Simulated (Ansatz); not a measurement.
The starting structures come from a database of crystals and need not be the phases stable at ambient conditions.

 Where the default PAW files enter, the runs use the earlier of Ansatz's two default sets.

Crystal: ScAlCO (P6_3mc, not sure to be the ambient phase, 8 atoms a cell, 11.6 Å³ an atom); planes in its conventional cell.

Method: r2SCAN (plane waves, PAW; Ansatz, a first-principles code).

The gap is the functional's own. No spin-orbit coupling. Mid-gap values are interpolated on the energy grid.

```csv
plane,area of the cell (Å²),mid-gap κ (1/Å),largest κ in the gap (1/Å)
(001),9.1,0.30,0.31
(100),33.0,[?],[?]
```

**Question.** The slowest decay depends on the direction. Supply the withheld values.

**Answer.** 
- (100), mid-gap κ (1/Å): 0.21
- (100), largest κ in the gap (1/Å): 0.21
